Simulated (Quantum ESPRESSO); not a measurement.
Quantum ESPRESSO run on Al₂Cu (I4/mcm, 6 atoms in the cell): self-consistent single point.

Level of theory: PBEsol, PSlibrary PAW (PBE, semicore) pseudopotentials (plane waves; Quantum ESPRESSO).

```xyz
6
Lattice="-3.0580 3.0580 2.4399 3.0580 -3.0580 2.4399 3.0580 3.0580 -2.4399" Properties=species:S:1:pos:R:3 pbc="T T T"
Al     0.9701     2.0879     2.4399
Al     2.0879     0.9701     0.0000
Al     0.9701     4.0280     0.0000
Al     2.0879    -0.9701     2.4399
Cu     0.0000     0.0000     1.2199
Cu     0.0000     0.0000     3.6598
```

Reference input (self-consistent single point, DFT, PBEsol, plane waves, PSlibrary ultrasoft (PBE) pseudopotentials): ecutwfc = 50 Ry; ecutrho = 300 Ry; occupations = smearing; smearing = fermi-dirac; degauss = 0.0036749 Ry; input_dft = pbesol; potentials = {Al: Al.pbe-n-rrkjus_psl.1.0.0.UPF, Cu: Cu.pbe-dn-rrkjus_psl.1.0.0.UPF}; K_POINTS = automatic 9 9 9 0 0 0; conv_thr = 1e-10 Ry; mixing_beta = 0.7. This run's input differs from it in these lines:

```diff
@@ -13,4 +13,4 @@
     ntyp = 2
-    ecutwfc = 50
-    ecutrho = 300
+    ecutwfc = 80
+    ecutrho = 480
     occupations = 'smearing'
@@ -25,4 +25,4 @@
 ATOMIC_SPECIES
-Al    26.9815  Al.pbe-n-rrkjus_psl.1.0.0.UPF
-Cu    63.5460  Cu.pbe-dn-rrkjus_psl.1.0.0.UPF
+Al    26.9815  Al.pbe-n-kjpaw_psl.1.0.0.UPF
+Cu    63.5460  Cu.pbe-spn-kjpaw_psl.1.0.0.UPF
 ATOMIC_POSITIONS crystal
```

Log, with long lists cut:

```
     Self-consistent Calculation

     iteration #  1     ecut=    80.00 Ry     beta= 0.70

     total energy              =   -1119.89567993 Ry
     estimated scf accuracy    <       3.68699607 Ry

     iteration #  2     ecut=    80.00 Ry     beta= 0.70

     total energy              =   -1121.50357032 Ry
     estimated scf accuracy    <      16.74953386 Ry

     iteration #  3     ecut=    80.00 Ry     beta= 0.70

     total energy              =   -1122.41849058 Ry
     estimated scf accuracy    <       1.75988636 Ry

   [... 11 blocks of this kind left out ...]

     iteration # 15     ecut=    80.00 Ry     beta= 0.70

     total energy              =   -1122.68813451 Ry
     estimated scf accuracy    <          1.4E-09 Ry

     iteration # 16     ecut=    80.00 Ry     beta= 0.70
     End of self-consistent calculation

     the Fermi energy is     9.8156 ev

!    total energy              =   -1122.68813451 Ry
     estimated scf accuracy    <          2.6E-13 Ry
     smearing contrib. (-TS)   =      -0.00125406 Ry
     internal energy E=F+TS    =   -1122.68688045 Ry

     convergence has been achieved in  16 iterations

     Forces acting on atoms (cartesian axes, Ry/au):

     atom    1 type  1   force =     0.00103095   -0.00103095    0.00000000
     atom    2 type  1   force =    -0.00103095    0.00103095    0.00000000
     atom    3 type  1   force =     0.00103095    0.00103095   -0.00000000
     atom    4 type  1   force =    -0.00103095   -0.00103095   -0.00000000
     atom    5 type  2   force =    -0.00000000   -0.00000000   -0.00000000
     atom    6 type  2   force =     0.00000000    0.00000000    0.00000000

     Total force =     0.002916     Total SCF correction =     0.000000

          total   stress  (Ry/bohr**3)                   (kbar)     P=      -59.39
  -0.00039116  -0.00000000  -0.00000000          -57.54       -0.00       -0.00
  -0.00000000  -0.00039116  -0.00000000           -0.00      -57.54       -0.00
  -0.00000000  -0.00000000  -0.00042894           -0.00       -0.00      -63.10

   JOB DONE.
```

The run converged in 16 iterations. Against the reference run the pressure goes from -5.25 to -5.94 GPa and the largest force goes from 0.045 to 0.037 eV/Å.

The starting cell comes from a database of computed structures (which also holds hypothetical and non-ambient phases and stackings), without a prior relaxation at this level. Its lattice was rescaled by a random factor within 2.5 % of one. Spin polarisation is off. With a pressure of about -6 GPa the cell is away from its equilibrium volume at this level.

Cost on one core of a shared machine: roughly 9 min.
